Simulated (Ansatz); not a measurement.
Take BP in the zinc blende structure (space group F-43m, No. 216; a = 4.5202 Å) as the base. Axes: x, y, z lie along the cube axes.

Level of theory: PBEsol (Ansatz, a quantum-chemistry and plane-wave program; PAW; 420 eV plane waves; no spin-orbit coupling).

One thing is altered: the cell is stretched by 3.00 % along z with no lateral relaxation, atoms relaxed at fixed cell.

Predict the stress tensor and what it implies for the stiffness.

Stress of the strained cell less that of the base (GPa, compression positive):
```
  -2.09    0.00    0.00
   0.00   -2.09    0.00
   0.00    0.00  -10.06
```

Then −Δσ_ii/ε with ε = 0.0300 gives secant stiffness values (nonlinear terms included at this strain): C33 ≈ 335 GPa, C13 ≈ 70 GPa and C23 ≈ 70 GPa.

As a check, the harmonic strain energy −½ V₀ Δσ:ε is 11 meV/atom; the computed energy rise is 11 meV/atom.

Whether these cells are dynamically stable was not tested.
